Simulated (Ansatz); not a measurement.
**Electron-phonon data for NiAuSn$_{2}$ (P-3m1)**

Input:

```
AuNiSn2
1.0
    4.10046     0.00000     0.00000
   -2.05023     3.55110     0.00000
    0.00000     0.00000     5.27456
Ni Sn Au
1 2 1
Direct
  0.00000   0.00000   0.00000
  0.33333   0.66667   0.21147
  0.66667   0.33333   0.78853
  0.00000   0.00000   0.50000
```

The numbers are results of PBEsol, DFPT electron-phonon coupling, linearised Boltzmann equation (plane waves, PAW, scalar-relativistic; Ansatz, a quantum-chemistry and plane-wave program), not measurements. How the cell was made: relaxed with this functional, without spin-orbit coupling.

- resistivity at 300 K: 8.5 (x), 8.5 (y), 19.5 (z) μΩ·cm
- electron mean free path at 300 K (weighted by the current that each state carries): 12.1 (x), 12.1 (y), 10.3 (z) nm
- electron-phonon coupling λ: 0.41
- transport coupling λ_tr: 0.39 (x), 0.39 (y), 0.45 (z)
- logarithmic mean phonon energy: 10.0 meV
- Drude plasma energy: 7.0 (x), 7.0 (y), 5.0 (z) eV

A metal at this level (no band gap). Only scattering by harmonic phonons is included (no impurities, grain boundaries, electron-electron scattering or thermal expansion). Spin-orbit coupling is left out, which matters with elements this heavy. The run warned that the eigensolver left some states short of its tolerance. Halving the electron mesh (24x24x16) moves the resistivity by up to 4 % at 300 K, the mean free path by up to 3 %, the coupling by up to 5 %. Smearing 0.20 eV; phonons on a 4x4x3 q mesh, which this run doesn't test and which matters most at low temperature.

Computed structure with no diffraction record at hand here (it may be known, metastable or hypothetical): NiAuSn2 (P-3m1). Treated as nonmagnetic (a ferromagnetic start lost its moment, other orders weren't tried): NiAuSn2 (P-3m1).
